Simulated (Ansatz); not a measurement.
# Hf, pressure series

The reference is Hf in the hcp (Mg type) structure (space group P6_3/mmc, No. 194; a = 3.118 Å, c = 4.946 Å).

Cell and atoms are relaxed at each pressure.

Calculations: Kohn–Sham DFT with the LDA functional, run in Ansatz (an electronic-structure program) with PAW and 420 eV plane waves, without spin-orbit coupling.

| pressure (GPa) | volume per atom (Å³/atom) |
|---|---|
| -2 | 21.181 |
| -1 | 20.998 |
| 0 | 20.821 |
| 0.9 | 20.670 |
| 2.1 | 20.470 |
| 4.5 | ? |
| 9 | 19.473 |
| 15 | 18.752 |
| 22.5 | 17.986 |

Q: Fit the third-order Birch–Murnaghan form P(V) = (3B₀/2)[(V₀/V)^(7/3) − (V₀/V)^(5/3)]·[1 + (3/4)(B₀′ − 4)((V₀/V)^(2/3) − 1)] (squares taken in P) to the rows shown and predict the withheld row.

A: Least squares on the printed values gives V₀ = 20.821 Å³/atom, B₀ = 120 GPa, B₀′ = 3.4; this predicts 20.099 Å³/atom, and the run gives 20.099 Å³/atom, in agreement.

Load acts through the strain it causes; cell and atoms are relaxed under it. No phonon test of stability was made. No other phases were tried under pressure. The final runs are not spin-polarised.
